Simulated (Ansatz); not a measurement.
Base system: NaCl in the rock salt structure (space group Fm-3m, No. 225; a = 5.6015 Å).

The values are results of Ansatz (a quantum-chemistry and plane-wave program) PBEsol, no spin-orbit coupling, not measurements.

For the base:

```
Quantity                                Value
-----------------------------  --------------
Electron mass                  0.39 mₑ (at Γ)
Width of the top valence band         0.80 eV
Band gap                              5.01 eV
```

The change: the cell is scaled by 0.9700 in all directions, atoms relaxed at fixed cell.

Problem. What does the calculation give for the electron mass, energy relative to the base, width of the top valence band and band gap after the change?

Solution. The electron mass changes from 0.39 mₑ (at Γ) to 0.38 mₑ (at Γ); the energy rises by 16 meV/atom; the width of the top valence band goes up by 0.135 eV to 0.93 eV; the band gap increases by 0.37 eV, from 5.01 eV to 5.38 eV.

The cells carry an imposed strain or load. Effective masses come from finite differences of ±0.01 Å⁻¹. Stability against distortions was not tested.
